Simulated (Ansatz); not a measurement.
GaN: band gap against strain

GaN (zinc blende, F-43m, 11.055 Å³/atom at rest) under an equal strain ε in the (111) plane with the normal axis free, as in a coherent film. LDA in Ansatz, a plane-wave DFT program (PAW, default set), 420 eV, 13×13×13 Γ-centred mesh, Fermi-Dirac smearing 0.05 eV; ions are relaxed within the symmetry of each cell. Gaps are the smallest over the k-mesh and a band path, without spin-orbit coupling; in all rows the valence edge lies at Γ and the conduction edge at Γ.

Here s stands for strain and Eg for gap.

```csv
strain (%),gap (eV)
-2.50,?
-1.25,2.026
-0.83,2.005
-0.42,1.982
0.00,1.955
```

Problem. Fit Eg against s with a straight line, and predict the withheld value at s = -2.50.

Solution. Means: s -0.62500, Eg 1.9920. About the means, the sum of products is -0.049090 and the sum of squares of s is 0.86530; the slope is their ratio. Least squares gives Eg = 1.9565 - 0.05673·s. Residuals (row less fit): -0.0014, 0.0014, 0.0017, -0.0015; standard error 0.0021 (degrees of freedom: 2). Over these rows the gap moves by -5.7 ± 0.2 eV per unit strain. At the withheld row, Eg = 1.9565 - 0.05673 × (-2.50) = 2.0983 eV. The calculation gives 2.067 eV, 0.0313 eV below the prediction (27.9 % of the range of Eg in the table). The row lies outside the fitted rows, so this is an extrapolation. From the scatter of the fitted rows alone, a prediction at this place has a standard error of 0.0049 eV, so the miss is 6.4 times that.

One order more, fitted to all 7 runs of the series, follows each within 0.001, so the miss is the next term of a smooth law. GaN is here a metastable form; wurtzite is the usual one. Rows are the converged runs of the series near zero and its far end; series whose fitted rows scatter by over a few per cent of the range, as at a crossing or softening among them, aren't shown in this form. Most that stay on the fit to the last digits aren't either.
